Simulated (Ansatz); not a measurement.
## Cubic perovskite CsSnI3 (cubic high-temperature phase)

All values below come from PBE-D3(BJ) in Ansatz (PAW).

Settings: plane-wave cutoff 500 eV, 6×6×6 k mesh, Fermi–Dirac smearing 0.05 eV, scalar-relativistic PAW data made under PBE.

Cell (relaxed at this level):

CsSnI₃ has the cubic space group Pm-3m (No. 221), the cubic perovskite structure, Pearson symbol cP5. Cell: a = b = c = 6.1822 Å, α = β = γ = 90.00°. Cs on 1b is surrounded by 12 I at 4.371 Å (cuboctahedral). Sn on 1a is coordinated by 6 I at 3.091 Å (octahedral). I on 3d sees 2 Sn at 3.091 Å and 4 Cs at 4.371 Å (octahedral). (Neighbours: up to the widest gap in distance over summed covalent radii, below 1.35, at either atom; cation-cation and far metal-metal contacts left out.)

For cubic perovskite CsSnI3 (cubic high-temperature phase), the band gap comes out as 0.26 eV (on the SCF k mesh).

Note: the relaxation could not lower the start's symmetry, so the cell can be a saddle point above a distorted one.

Spin–orbit coupling is not included; with these elements it can move the gap by several tenths of an eV or more.

Ansatz is a quantum-chemistry and plane-wave program.
